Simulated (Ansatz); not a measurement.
# rock-salt MgO (1 1 1) on silicon (1 1 1) (film strained to the substrate, started from cuts of the bulks and a machine-learned relaxation; metallic at this level, with no gap by band count)

A periodic stack without vacuum, rock-salt MgO (1 1 1) on silicon (1 1 1) (film strained to the substrate, started from cuts of the bulks and a machine-learned relaxation; metallic at this level, with no gap by band count): substrate slab Si40, film Mg35O28, surface cells [[0, -2], [2, -2]] and [[-3, 1], [-1, -2]], film strained by -2.8 and -2.8 %, outermost planes Si/Si and Mg/Mg as cut, which need not be the usual terminations and can put a slab off its formula.

The start was prepared with a machine-learned potential, and the result is one local minimum, with the in-plane cell held and forces under 0.04 eV/Å; the film can end far from its bulk form.

The numbers are results of PBE (plane waves to 420 eV, PAW; Ansatz, a program for electronic structure), not measurements. Scalar-relativistic, without spin–orbit coupling; the runs are not spin-polarised; PBE gaps are too small against experiment. Its k-point mesh 4×4×1, Fermi–Dirac width 0.05 eV.

| Item | Result |
|---|---|
| interface area | 51.8 Å² |
| period | 28.21 Å |
| gaps between the outermost planes at the two interfaces | 2.14 and 2.14 Å |
| Mg–Si contacts across the interfaces within 1.22 times the sum of covalent radii | 17, mean 2.80 Å |

```yaml
crystal:
  lattice:
    - [7.73527, 0.00071, 0.08613]
    - [3.86824, 6.69881, -0.06679]
    - [4.34271, 0.37545, 28.26202]
  atoms:
    - { symbol: Si, position: [0.57598, 0.90913, 0.06681] }
    - { symbol: Si, position: [0.06279, 0.91045, 0.07187] }
    - { symbol: Si, position: [0.57470, 0.41820, 0.07163] }
    - { symbol: Si, position: [0.08222, 0.39828, 0.07181] }
    - { symbol: Si, position: [0.92687, 0.24156, 0.03870] }
    - { symbol: Si, position: [0.43395, 0.25068, 0.03938] }
    - { symbol: Si, position: [0.93498, 0.72532, 0.03960] }
    - { symbol: Si, position: [0.40953, 0.74991, 0.03940] }
    - { symbol: Si, position: [0.17147, 0.57767, 0.18317] }
    - { symbol: Si, position: [0.67153, 0.58032, 0.18260] }
    - { symbol: Si, position: [0.17367, 0.07570, 0.18316] }
    - { symbol: Si, position: [0.66959, 0.07813, 0.18263] }
    - { symbol: Si, position: [0.52286, 0.91123, 0.15284] }
    - { symbol: Si, position: [0.01985, 0.91135, 0.15602] }
    - { symbol: Si, position: [0.52184, 0.41225, 0.15576] }
    - { symbol: Si, position: [0.02271, 0.40871, 0.15596] }
    - { symbol: Si, position: [0.76873, 0.24798, 0.29420] }
    - { symbol: Si, position: [0.27022, 0.24632, 0.29500] }
    - { symbol: Si, position: [0.76951, 0.74732, 0.29450] }
    - { symbol: Si, position: [0.26992, 0.74497, 0.29495] }
    - { symbol: Si, position: [0.11997, 0.57888, 0.26697] }
    - { symbol: Si, position: [0.61970, 0.58119, 0.26647] }
    - { symbol: Si, position: [0.12084, 0.07823, 0.26725] }
    - { symbol: Si, position: [0.61927, 0.07990, 0.26649] }
    - { symbol: Si, position: [0.36763, 0.91388, 0.40572] }
    - { symbol: Si, position: [0.86698, 0.91744, 0.40543] }
    - { symbol: Si, position: [0.36676, 0.41496, 0.40862] }
    - { symbol: Si, position: [0.86960, 0.41493, 0.40549] }
    - { symbol: Si, position: [0.71595, 0.25052, 0.37829] }
    - { symbol: Si, position: [0.21990, 0.24807, 0.37887] }
    - { symbol: Si, position: [0.71803, 0.74852, 0.37829] }
    - { symbol: Si, position: [0.21816, 0.74578, 0.37881] }
    - { symbol: Si, position: [0.95418, 0.60108, 0.52185] }
    - { symbol: Si, position: [0.47941, 0.57646, 0.52214] }
    - { symbol: Si, position: [0.96195, 0.08467, 0.52274] }
    - { symbol: Si, position: [0.45525, 0.07552, 0.52201] }
    - { symbol: Si, position: [0.31429, 0.90814, 0.48985] }
    - { symbol: Si, position: [0.80687, 0.92795, 0.48957] }
    - { symbol: Si, position: [0.31313, 0.41715, 0.49465] }
    - { symbol: Si, position: [0.82626, 0.41590, 0.48964] }
    - { symbol: Mg, position: [0.28258, 0.61530, 0.60719] }
    - { symbol: Mg, position: [0.43043, 0.18417, 0.60756] }
    - { symbol: Mg, position: [0.99955, 0.46755, 0.60764] }
    - { symbol: Mg, position: [0.14519, 0.04290, 0.60182] }
    - { symbol: Mg, position: [0.71673, 0.32603, 0.60138] }
    - { symbol: Mg, position: [0.86179, 0.89758, 0.60144] }
    - { symbol: Mg, position: [0.57658, 0.75528, 0.59861] }
    - { symbol: Mg, position: [0.32908, 0.99318, 0.69252] }
    - { symbol: Mg, position: [0.47243, 0.56697, 0.69241] }
    - { symbol: Mg, position: [0.04108, 0.85441, 0.69280] }
    - { symbol: Mg, position: [0.18464, 0.42369, 0.69425] }
    - { symbol: Mg, position: [0.75534, 0.71051, 0.69253] }
    - { symbol: Mg, position: [0.89867, 0.27938, 0.69282] }
    - { symbol: Mg, position: [0.61633, 0.13698, 0.69281] }
    - { symbol: Mg, position: [0.37031, 0.37727, 0.78078] }
    - { symbol: Mg, position: [0.51214, 0.94878, 0.78066] }
    - { symbol: Mg, position: [0.08413, 0.23393, 0.78067] }
    - { symbol: Mg, position: [0.22687, 0.80583, 0.78072] }
    - { symbol: Mg, position: [0.79831, 0.09209, 0.78079] }
    - { symbol: Mg, position: [0.94120, 0.66303, 0.78072] }
    - { symbol: Mg, position: [0.65547, 0.52022, 0.78072] }
    - { symbol: Mg, position: [0.40991, 0.75913, 0.86895] }
    - { symbol: Mg, position: [0.55341, 0.33271, 0.86902] }
    - { symbol: Mg, position: [0.12717, 0.61564, 0.86890] }
    - { symbol: Mg, position: [0.26622, 0.18898, 0.86863] }
    - { symbol: Mg, position: [0.84135, 0.47147, 0.86860] }
    - { symbol: Mg, position: [0.98363, 0.04672, 0.86868] }
    - { symbol: Mg, position: [0.69779, 0.90255, 0.86719] }
    - { symbol: Mg, position: [0.45194, 0.14168, 0.95416] }
    - { symbol: Mg, position: [0.59986, 0.71093, 0.95389] }
    - { symbol: Mg, position: [0.16573, 0.99993, 0.96002] }
    - { symbol: Mg, position: [0.30612, 0.57070, 0.96283] }
    - { symbol: Mg, position: [0.88297, 0.85861, 0.95391] }
    - { symbol: Mg, position: [0.02078, 0.42865, 0.95970] }
    - { symbol: Mg, position: [0.73728, 0.28308, 0.95998] }
    - { symbol: O, position: [0.30797, 0.80638, 0.64803] }
    - { symbol: O, position: [0.44870, 0.37606, 0.64972] }
    - { symbol: O, position: [0.02155, 0.66017, 0.64988] }
    - { symbol: O, position: [0.16476, 0.23271, 0.64983] }
    - { symbol: O, position: [0.73407, 0.51807, 0.64804] }
    - { symbol: O, position: [0.87837, 0.08967, 0.64965] }
    - { symbol: O, position: [0.59630, 0.94407, 0.64821] }
    - { symbol: O, position: [0.34982, 0.18525, 0.73676] }
    - { symbol: O, position: [0.49199, 0.75744, 0.73650] }
    - { symbol: O, position: [0.06361, 0.04298, 0.73687] }
    - { symbol: O, position: [0.20644, 0.61545, 0.73679] }
    - { symbol: O, position: [0.77711, 0.90039, 0.73703] }
    - { symbol: O, position: [0.91959, 0.47202, 0.73676] }
    - { symbol: O, position: [0.63442, 0.32960, 0.73689] }
    - { symbol: O, position: [0.39044, 0.56854, 0.82494] }
    - { symbol: O, position: [0.53260, 0.14083, 0.82469] }
    - { symbol: O, position: [0.10534, 0.42564, 0.82443] }
    - { symbol: O, position: [0.24798, 0.99646, 0.82452] }
    - { symbol: O, position: [0.81880, 0.28302, 0.82458] }
    - { symbol: O, position: [0.96281, 0.85405, 0.82468] }
    - { symbol: O, position: [0.67598, 0.71059, 0.82465] }
    - { symbol: O, position: [0.43361, 0.95016, 0.91165] }
    - { symbol: O, position: [0.57453, 0.51961, 0.91340] }
    - { symbol: O, position: [0.14858, 0.80793, 0.91331] }
    - { symbol: O, position: [0.28619, 0.38189, 0.91335] }
    - { symbol: O, position: [0.86101, 0.66588, 0.91158] }
    - { symbol: O, position: [0.00399, 0.23647, 0.91179] }
    - { symbol: O, position: [0.71762, 0.09322, 0.91168] }
```
